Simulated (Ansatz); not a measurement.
The starting structures come from a database of crystals and need not be the phases stable at ambient conditions.

**Evanescent states of Rb₂PdBr₆ (Fm-3m, not sure to be the ambient phase, 9 atoms a cell, 32.0 Å³ an atom) along the normal of (110)**

The numbers are results of r2SCAN (plane waves, PAW; Ansatz, an electronic-structure program), not measurements.

The gap is the functional's own, uncorrected, and κ follows it; spin-orbit coupling is left out. Mid-gap values are interpolated between the computed energies.

Energies count from the valence-band top; κ is the least over a 4×4 mesh across the current.

```
E (eV)  κ (1/Å)  where
------  -------  -----
0.03      0.072      Γ
0.07      0.124      Γ
0.12      0.159      Γ
0.17          …      Γ
0.23          …      Γ
0.28          …      Γ
0.33          …      Γ
0.38          …      Γ
0.42          …      Γ
0.47          …      Γ
0.53          …      Γ
0.57      0.124      Γ
0.62      0.102      Γ
0.68      0.069      Γ
```

Q: Complete the blanks.

A: 
- 0.17, κ (1/Å): 0.187
- 0.23, κ (1/Å): 0.189
- 0.28, κ (1/Å): 0.185
- 0.33, κ (1/Å): 0.179
- 0.38, κ (1/Å): 0.173
- 0.42, κ (1/Å): 0.164
- 0.47, κ (1/Å): 0.154
- 0.53, κ (1/Å): 0.140
